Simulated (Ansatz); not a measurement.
The reference is BiAs in the zinc blende structure (space group F-43m, No. 216; a hypothetical phase, not in the database extracts checked).

```cif
data_AsBi
_chemical_formula_sum 'As1 Bi1'
_space_group_name_H-M_alt 'P 1'
_space_group_IT_number 1
_cell_length_a 4.70441
_cell_length_b 4.70441
_cell_length_c 4.70441
_cell_angle_alpha 60.000
_cell_angle_beta 60.000
_cell_angle_gamma 60.000
loop_
_space_group_symop_operation_xyz
  'x, y, z'
loop_
_atom_site_label
_atom_site_type_symbol
_atom_site_fract_x
_atom_site_fract_y
_atom_site_fract_z
_atom_site_occupancy
As1 As 0.75000 0.75000 0.75000 1
Bi1 Bi 0.00000 0.00000 0.00000 1
```

Computed with DFT with r2SCAN, PAW potentials and a 500 eV plane-wave cutoff in Ansatz (a first-principles code), no spin-orbit coupling.

For the base:

Volume per atom: 36.81 Å³

Now apply this change: a negative pressure, −2 GPa.

### Question
How does this affect the volume per atom?

### Answer
The volume per atom increases by 2.03 Å³, from 36.81 Å³ to 38.84 Å³.

Load acts through the strain it causes; cell and atoms are relaxed under it. No phonon test of stability was made. All final runs are without spin polarisation.
